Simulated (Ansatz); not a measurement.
The starting structures come from a database of crystals and need not be the phases stable at ambient conditions.

Here is the system:

```xyz
2
Lattice="4.1747 0.0000 0.0000 -2.0874 3.6154 0.0000 2.0874 -1.2051 3.3064" Properties=species:S:1:pos:R:3 pbc="T T T"
In     0.0000     0.0000     0.0000
P      0.0000     2.4103     0.8266
```

The cell is strained (lengths along the current scaled by 0.97, ions clamped); by r2SCAN it stands under a pressure of 2.5 GPa.

Transport runs along the normal of the first two printed cell vectors, the (111) (indices of the unstrained crystal) plane of the conventional cell.

The gap is the functional's own, uncorrected, and κ follows it; spin-orbit coupling is left out. Mid-gap means the computed energy nearest the middle.

### Question
Compute, with r2SCAN in Ansatz (a first-principles code), the band gap and the smallest decay constant κ at mid-gap.

### Answer
Gap 1.14 eV on a 10×10×10 mesh; κ = 0.078 1/Å, at the zone centre.
